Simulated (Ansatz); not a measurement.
Base system: Be$_{2}$C (space group Fm-3m, No. 225; a = 4.328 Å).

Level of theory: plane-wave PAW DFT at the PBE level (Ansatz, a program for electronic structure, 420 eV), without spin-orbit coupling.

Base values:

* **Smallest direct gap**: 4.14 eV
* **Hole mass**: 0.26, 0.26, 0.42 mₑ (at Γ)
* **Electron mass**: 0.69 mₑ along k, 0.23 mₑ across (at X)

One thing is altered: cell and atoms relaxed at a pressure of 22.5 GPa.

Question: Estimate the effect on the smallest direct gap.

Answer: The smallest direct gap goes up by 0.178 eV to 4.31 eV.

Question: What does the calculation give for the mean gap deformation potential ΔEg/Δln V after the change?

Answer: The mean gap deformation potential ΔEg/Δln V is -0.4 eV.

Question: How does this affect the hole mass?

Answer: The hole mass (degenerate bands, along [100]) goes from 0.26, 0.26, 0.42 mₑ (at Γ) to 0.25, 0.25, 0.45 mₑ (at Γ).

Question: How does this affect the electron mass?

Answer: The electron mass becomes 0.71 mₑ along k, 0.23 mₑ across (at X) (base: 0.69 mₑ along k, 0.23 mₑ across (at X)).

Load acts through the strain it causes; cell and atoms are relaxed under it. Masses are band curvatures over ±0.01 Å⁻¹ around the edge. Along k means along the line from Γ to the band edge. No phonon test of stability was made. Competing high-pressure phases were not computed.
